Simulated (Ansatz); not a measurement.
# TlSe: biaxial strain −1.77 %, plane normal [001], relaxed out of plane

Start from TlSe (space group I4/mcm, No. 140; a = 7.944 Å, c = 6.969 Å). Axes: x, y, z lie along a, b, c of the conventional cell.

Modification: biaxial strain −1.77 %, plane normal [001], relaxed out of plane (Cartesian); in-plane vectors clamped, the third vector and the atoms free.

Method: Kohn–Sham DFT with the PBEsol functional, run in Ansatz (an electronic-structure program) with PAW and 420 eV plane waves, without spin-orbit coupling. k-mesh 9×9×9 (Γ-centred); smearing 0.05 eV (Fermi–Dirac).

| quantity | base | changed | shift |
|---|---|---|---|
| volume per atom | 27.49 Å³ | 26.77 Å³ | -0.72 Å³ |
| space group | I4/mcm (No. 140) | I4/mcm (No. 140) | – |
| shortest interatomic distance | 2.698 Å | 2.699 Å | +0.0017 Å |
| energy relative to the base (free energy F) | 0 meV/atom | +2.7 meV/atom | +2.7 meV/atom |
| pressure (mean of the normal stresses, compression positive) | 0.0 GPa | 0.6 GPa | +0.6 GPa |
| band gap | zero | zero | – |
| out-of-plane strain (rough) | – | +0.94 % | – |
| mean in-plane stress (compression positive) (rough) | – | +0.9 GPa | – |

Cost of the whole job for the changed cell (relaxation, final SCF and bands): very roughly 3 core-minutes.

Without a gap, meshes like the base's 9×9×9 leave anisotropic stresses uncertain by several tenths of a GPa, and small strain energies with them. Spin-orbit coupling, missing from the scalar runs, can matter with Tl. No phonon test of stability was made. All final runs are without spin polarisation. A zero or small gap of TlSe can be the functional's error rather than a property of the material.
